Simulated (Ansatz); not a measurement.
Band gap of β-phase InSe (model structure) at several levels of theory

No measured value is used here.

```
level (code)     value (eV)  cell (Å³/atom)
---------------  ----------  --------------
LDA (Ansatz)           0.28           28.03
PBE (Ansatz)           0.74           33.49
PBEsol (Ansatz)        0.44           29.55
r²SCAN (Ansatz)        0.94           30.82
HSE06 (Ansatz)         1.26           30.82
```

Computed values are for a static lattice. Levels without +SOC have no spin–orbit coupling; where heavier elements are present it shifts gaps, mostly down, and can invert bands.  LDA, PBE, PBEsol, r²SCAN, HSE06: the gap is read on the k mesh or supercell of the run alone and can be too large. Values are at the level's own equilibrium cell; HSE06 at the r²SCAN cell. K meshes differ between the levels. Ansatz's density-functional and Hartree–Fock values are scalar-relativistic unless marked +SOC, with PAW data made under PBE.

A model structure was made by putting elements into a prototype or built by hand; it is no filed structure, need not be a known phase, and can be a saddle point held by its symmetry.

Ansatz is an electronic-structure program.
